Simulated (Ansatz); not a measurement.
Strongest site found for several adsorbates on fcc Pt (111).

Calculation: PBE (plane waves to 420 eV, PAW; Ansatz, a quantum-chemistry and plane-wave program).

Counted are starts at which the adsorbate stayed whole and on top. Thin slabs; no dispersion, zero-point or thermal terms; negative values mean binding.

| adsorbate, area an adsorbate | reference | bonded to | E_ads (eV) | shortest bond to the host (Å) |
|---|---|---|---|---|
| S, 14 Å² | ⅛ S8(g) | 3 Pt | (withheld) | 2.27 |
| C, 7 Å² | an atom of graphite | 3 Pt | 2.69 | 1.95 |
| H, 27 Å² | ½ H2(g) | 3 Pt | (withheld) | 1.86 |
| Cl, 14 Å² | ½ Cl2(g) | Pt | (withheld) | 2.30 |
| Cl, 7 Å² | ½ Cl2(g) | Pt | -0.19 | 2.31 |
| F, 27 Å² | ½ F2(g) | Pt | (withheld) | 1.96 |
| S, 27 Å² | ⅛ S8(g) | 3 Pt | -1.90 | 2.27 |
| F, 14 Å² | ½ F2(g) | Pt | -1.68 | 1.94 |
| Cl, 27 Å² | ½ Cl2(g) | 2 Pt | -1.08 | 2.44 |

Some entries are withheld; supply them.


- S, 14 Å², E_ads (eV): -1.07
- H, 27 Å², E_ads (eV): -0.46
- Cl, 14 Å², E_ads (eV): -0.74
- F, 27 Å², E_ads (eV): -1.77
